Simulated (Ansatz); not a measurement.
```xyz
6
Lattice="3.4340 0.0000 0.0000 -1.7170 2.9739 0.0000 0.0000 0.0000 13.6493" Properties=species:S:1:pos:R:3 pbc="T T T"
Te     1.7170     0.9913     5.2358
Te     0.0000     1.9826    12.0605
Te     0.0000     1.9826     8.4135
Te     1.7170     0.9913     1.5888
Mo     1.7170     0.9913    10.2370
Mo     0.0000     1.9826     3.4123
```

No spin polarisation.

Level of theory: PBEsol-D3(BJ)/PAW in Ansatz (an electronic-structure program), without spin-orbit coupling. Γ-centred 11×11×3 mesh, Fermi–Dirac width 0.05 eV.

Problem. Estimate the band gap.

Solution. 0.55 eV.

Problem. Predict the gap character.

Solution. Indirect, K–Γ (81 % along) → K–Γ (44 % along).

Problem. What is the computed stress (xx, yy, zz, yz, xz, xy; compression positive)?

Solution. (-0.49, -0.49, -2.05, 0.00, 0.00, 0.00) GPa.

Problem. Predict the space group.

Solution. P6_3/mmc (No. 194).

With Te present, leaving out spin-orbit coupling can change the band edges. The cells carry an imposed strain or load. No phonon test of stability was made. The cell was made from MoTe2 (space group P6_3/mmc, No. 194; layered, stacked along the Cartesian z axis) by this change: uniaxial strain ε_zz = +2.40 %.
